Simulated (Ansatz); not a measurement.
The reference is GaP in the zinc blende structure (space group F-43m, No. 216; a = 5.438 Å). Axes: x, y, z lie along the cube axes.

Level of theory: Kohn–Sham DFT with the PBEsol functional, run in Ansatz (an electronic-structure program) with PAW and 420 eV plane waves, spin-orbit coupling left out.

It is then changed as follows: biaxial strain +1.21 %, plane normal [111], relaxed out of plane (Cartesian); in-plane vectors clamped, the third vector and the atoms free.

### Question
Predict the new hole mass and out-of-plane strain.

### Answer
The hole mass is 0.080 mₑ out of plane, 0.83 mₑ in plane (at Γ); the out-of-plane strain comes out as -0.54 %.

Masses are band curvatures over ±0.01 Å⁻¹ around the edge. Whether these cells are dynamically stable was not tested.
